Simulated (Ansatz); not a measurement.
Consider Ta in the diamond structure (space group Fd-3m, No. 227; a = 6.104 Å; a hypothetical phase, not in the database extracts checked). Axes: x, y, z lie along the cube axes.

(Cell as relaxed with PBE.)

Levels (all Ansatz, a program for electronic structure, PAW): PBE (420 eV, no spin-orbit coupling); PBEsol (420 eV, spin-orbit coupling left out).

Each level relaxes its own structure.

```tsv
base	PBE	PBEsol
volume per atom	28.43 Å³	27.05 Å³
lattice parameter a	6.104 Å	6.003 Å
band gap	zero	zero
```

Perturbation: a free-standing slab of 2 layers (4 atoms, 2 a layer) is cut normal to [110], with 15 Å of vacuum and the in-plane cell held at bulk.

| quantity | PBE | PBEsol |
|---|---|---|
| shortest interatomic distance | 2.470 Å | 2.447 Å |
| excess energy per area of both faces (slab less bulk energy over the cell's area: twice a surface energy) | 1.57 J/m² | 1.83 J/m² |
| band gap | zero | zero |

PBE's shortest interatomic distance lies 0.0238 Å above PBEsol's (1.0 %); PBE's excess energy per area of both faces lies 0.26 J/m² below PBEsol's; the two agree on the band gap. Neither level is exact; PBEsol is the comparison here, not a measurement.

The excess energy carries the mismatch between the slab's and the bulk's meshes. With Ta present, leaving out spin-orbit coupling can change the band edges. Stability against distortions was not tested. All final runs are without spin polarisation. Ta has a high density of states at the Fermi level and may be magnetic at this level.
